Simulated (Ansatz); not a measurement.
Functionals compared on F on the 1x1 (100) surface of fcc Cu, one in a 2x2 cell, started at the site 'hollow Cu-Cu-Cu-Cu over Cu at depth 1.8 Å', in Ansatz (plane waves, PAW). The structure was relaxed with PBE; the other rows are single points on it, each with its references at the same level. Cutoff 420 eV (500 eV for r2SCAN).

Slab: 17 atoms, 5.3 Å thick at the start under the adsorbate (thin: gaps and levels are the slab's own); k 6x6x1, smearing 0.1 eV, dipole-corrected; 8 atoms held, the rest relaxed; held to the start's symmetry, so lower structures may exist; no spin, no spin-orbit, no U, no dispersion correction. At the end it is bonded to 4 Cu. In PBE this state lies 0.08 eV over the lowest of the starts that converged ('bridge Cu-Cu (span 2.6 Å)'). These notes are the PBE run's. Adsorption energies are against ½ F2(g). A negative adsorption energy means that the adsorbate is more stable on the surface than in its reference.

```tsv
functional	adsorption energy (eV)	work function of the top face (eV)	change of the work function (eV)	rough cost of the single point
PBE	-2.83	5.24	0.69	–
RPBE	-2.66	5.05	0.68	very roughly 100 core-seconds
r2SCAN	-3.22	5.26	0.72	around 3 core-minutes (rough)
```

Ansatz is an electronic-structure program.
